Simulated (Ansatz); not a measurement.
**Thickness series in CuPd**

Consider CuPd in the CsCl type structure (space group Pm-3m, No. 221; a = 2.962 Å). Axes: x, y, z lie along the cube axes.

Free-standing slabs (2 atom(s) a layer) normal to [110] with 15 Å of vacuum; in-plane cell held at bulk.

All numbers come from PBEsol, PAW, 420 eV (Ansatz, a quantum-chemistry and plane-wave program; no spin-orbit coupling).

Notes on the quantities. excess energy per area of both faces: slab less bulk energy over the cell's area: twice a surface energy; uncertain by up to 0.2 J/m²; layer's space group: with vacuum.

| case | thickness between the outermost nuclei | excess energy per area of both faces | layer's space group |
|---|---|---|---|
| 1 layer | – | – | Pmmm (No. 47) |
| 2 layers | 2.10 Å | 3.56 J/m² | Pmma (No. 51) |
| 3 layers | 4.16 Å | 3.6 J/m² | Pmmm (No. 47) |
| 4 layers | 6.25 Å | 3.5 J/m² | Pmma (No. 51) |
| 5 layers | 8.35 Å | 3.5 J/m² | Pmmm (No. 47) |
| 6 layers | 10.44 Å | 3.5 J/m² | Pmma (No. 51) |
| 7 layers | 12.53 Å | 3.5 J/m² | Pmmm (No. 47) |

The excess energy carries the mismatch between the slab's and the bulk's meshes. Stability against distortions was not tested. All final runs are without spin polarisation.
